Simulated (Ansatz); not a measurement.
La₂PI₂ (space group P-3m1, No. 164; a cell from a computed database, its experimental status unchecked; layered, stacked along the Cartesian z axis)

```yaml
crystal:
  lattice:
    - [4.32222, 0.00000, 0.00000]
    - [-2.16111, 3.74315, 0.00000]
    - [0.00000, 0.00000, 10.91178]
  atoms:
    - { symbol: La, position: [0.33333, 0.66667, 0.85214] }
    - { symbol: La, position: [0.66667, 0.33333, 0.14786] }
    - { symbol: P, position: [0.00000, 0.00000, 0.00000] }
    - { symbol: I, position: [0.66667, 0.33333, 0.65691] }
    - { symbol: I, position: [0.33333, 0.66667, 0.34309] }
```

Calculations: r2SCAN+rVV10 (Ansatz, a quantum-chemistry and plane-wave program), scalar-relativistic without spin-orbit coupling. Γ-centred 12×12×5 mesh, Fermi–Dirac width 0.05 eV.

```json
{
  "volume_per_atom": "35.31 Å³",
  "density": "5.29 g/cm³",
  "band_gap": "zero",
  "total_energy": "-5668.945 eV/atom (σ→0; compares only within this code and set-up)"
}
```

Stability against distortions was not tested. The final runs are not spin-polarised. An odd electron count without spin: La2PI2.
